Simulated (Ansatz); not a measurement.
## A constructed model of the (0001) surface of hcp Os, a pseudomorphic layer of Fe in the host's stacking (bottom of the slab: a bare face, its two planes held)

These are PBE (plane waves to 420 eV, PAW; Ansatz, an electronic-structure program) values and carry that method's errors.

Model: 7-atom slab, 13.3 Å thick at the start, 16x16x1 mesh, Fermi-Dirac 0.1 eV, dipole correction, 2 atoms held, the rest relaxed; symmetry of the start imposed; spin-polarised, ending with about 2.5 μB a cell; orders that need a larger cell were not tried, no spin-orbit, no U. It is one candidate, not shown to be the stable structure of the face.

```json
{
 "work_function_of_the_top_face": "4.49 eV",
 "energy_released_by_relaxation": "0.24 eV",
 "magnetic_moment_of_the_cell": "2.52 μB",
 "cost": "roughly 7 core-minutes"
}
```
